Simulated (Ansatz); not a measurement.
A user runs Ansatz (an electronic-structure program) on Au3Cl (I4/mmm, 4 atoms in the cell) and asks whether the run is sound. The aim is a self-consistent single point with DFT, r2SCAN, plane waves, default PAW files made with PBE.

Cell that was meant: a = 5.1641 Å, b = 5.1641 Å, c = 5.1641 Å, α = 131.27°, β = 131.27°, γ = 71.39°.

Part of the input:

Ansatz 0.2 input:
```yaml
  pseudopotentials: { kind: paw }
scf:
  occupations: { method: gaussian, width: 0.05 eV }
  convergence: { dr2_threshold: 1.0e-01 eV }
output:
  forces: true
  eigenvalues: true
```

The program printed (abridged):

```
   [... lines left out ...]
PAW frozen core: Cl, regenerated for the run's functional
Initial density: superposition of atomic densities (neutral atoms: chi_scale 0, normalization atom), corrected by the library's trained network
Initial wavefunctions: pseudopotential atomic-orbital guess
Eigensolver: davidson
Functional: x = r2scan, c = r2scan; τ floored in thin density (d = 2e-4 eV/Å³)
SCF iter   1: F=—  HF=-40572.944943 eV  |F-HF|=—  |Δ(HF+E_count)|=         —  Δρ=1.22e-2  dr2=1.13e-1  dr2_τ=6.81e-3  ethr=1.77e-3  ⟨swp⟩=6.2  Hψ=14541  notcnv=0  defer=4
all-band conjugate gradients solve this SCF's bands
preconditioner: auto → Kerker (q_TF=auto, 2.650 Å⁻¹)
iter 2 did not close the SCF: its close was put off for the readings that it lacked (scf_convergence_deferred on its scf_iter line)
   [... lines left out ...]
iter 5 did not close the SCF: its close was put off for the readings that it lacked (scf_convergence_deferred on its scf_iter line)
SCF iter   5: F=-40572.931981 eV  HF=-40572.931990 eV  |F-HF|=8.94e-6  |Δ(HF+E_count)|=   2.95e-5  Δρ=1.24e-4  dr2=1.82e-5  dr2_τ=8.45e-7  ethr=1.78e-7  ⟨swp⟩=2.0  Hψ=5745  notcnv=0  defer=175
SCF iter   6: F=-40572.931988 eV  HF=-40572.931989 eV  |F-HF|=5.01e-7  |Δ(HF+E_count)|=   1.66e-6  Δρ=3.73e-5  dr2=1.52e-6  dr2_τ=2.12e-7  ethr=2.84e-8  ⟨swp⟩=5.6  Hψ=14162  notcnv=0
SCF 1 converged in 6 iterations: F = -40572.931988 eV  dr2 = 1.52e-6
Free energy (F): -40572.931988 eV
Internal energy: -40572.930896 eV  (E = F + TS)
E sigma→0 (E₀):  -40572.931442 eV
Entropy (-TS):   -0.001093 eV (-0.273 meV/atom)
Fermi energy:    14.744599 eV
--- Forces (eV/Å), atoms counted from 1 ---
  atom   1  Au    -0.00000000     0.00000000     0.00000000
   [... zero for the other atoms too ...]
--- Stress (GPa, compression-positive) ---
       -2.865742      -0.000000       0.000000
       -0.000000      -2.865742      -0.000000
        0.000000      -0.000000      -2.899642
  P = ⅓ Tr σ = -2.8770 GPa (-28.770 kbar)
  The stress holds the Pulay correction. Without it, at fixed plane waves, as pw.x and ABINIT print it: P = -2.9290 GPa
```

Is this run sound? If not, what is wrong?

The compared values did not move, but the log warns. The input holds a convergence threshold that is too loose, which can do harm: a loop that stops early leaves an energy error of second order in the density error, but errors of first order in forces and stress. The run converged in 6 iterations, and against the sound input the free energy hardly moves (within 1 meV/atom) and the pressure stays at -2.88 GPa. The full log also holds (shortened here): “iter 2 did not close the SCF: its close was put off for the readings that it lacked (scf_convergence_deferred on its scf_iter line)” and “iter 3 did not close the SCF: its close was put off for the readings that it lacked (scf_convergence_deferred on its scf_iter line)”.

The sound input it was made from differs as follows (other fixes are possible):
```diff
-  convergence: { dr2_threshold: 1.0e-01 eV }
```

With that input, the run converged in 8 iterations: free energy E − TS (on the zero of these files) -40572.9320 eV; Fermi level (on the code's own zero) 14.74 eV; pressure -2.88 GPa (DFT, r2SCAN, plane waves, default PAW files made with PBE).

On the sound input: the starting cell comes from a database of computed structures (which also holds hypothetical and non-ambient phases and stackings), without a prior relaxation at this level. Ansatz's pressure includes its estimate of the finite-basis (Pulay) stress. The run gives no clean gap (levels at the Fermi energy touch, overlap or are partly filled at this smearing), which alone does not show that the compound is a metal.
